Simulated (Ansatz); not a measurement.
## Relaxation of the atoms of LaBi (F-43m, 2 atoms in the cell) at several settings

```xyz
2
Lattice="0.0000 3.8290 3.8290 3.8290 0.0000 3.8290 3.8290 3.8290 0.0000" Properties=species:S:1:pos:R:3 pbc="T T T"
Bi     1.9145     1.9145     1.9145
La     0.0000     0.0000     0.0000
```

Base: PBE run with Ansatz (a first-principles code). Its settings: basis.ecutwfc = 420 eV; kpoints.mp_grid.grid = 6 6 6; hamiltonian.xc = pbe; hamiltonian.pseudopotentials = {kind: paw} (the program's default PAW files); scf.occupations.method = methfessel_paxton; scf.occupations.width = 0.272 eV. Starting volume 56.14 Å³ per atom.

Each line gives the change from the base single point and the result:

- atoms moved at random; relax: default → atoms; relax.f_tol: default → 0.03 eV/Å: pressure -2.38 GPa; largest force (vector length) 0.027 eV/Å; relaxation steps 3; free energy against the base single point 0.1 meV/atom.
- atoms moved at random; relax: default → atoms; relax.f_tol: default → 0.1 eV/Å: pressure -2.38 GPa; largest force (vector length) 0.027 eV/Å; relaxation steps 2; free energy against the base single point 0.1 meV/atom.

The starting cell was generated: these elements placed on a structure prototype, without a prior relaxation; it need not be a known phase or ordering of this composition. Ansatz's pressure includes its estimate of the finite-basis (Pulay) stress.

Left out of this page: 1 run of the series outside the window shown, repeating another row's setting, or not comparable.

Keys are those of Ansatz 0.2.
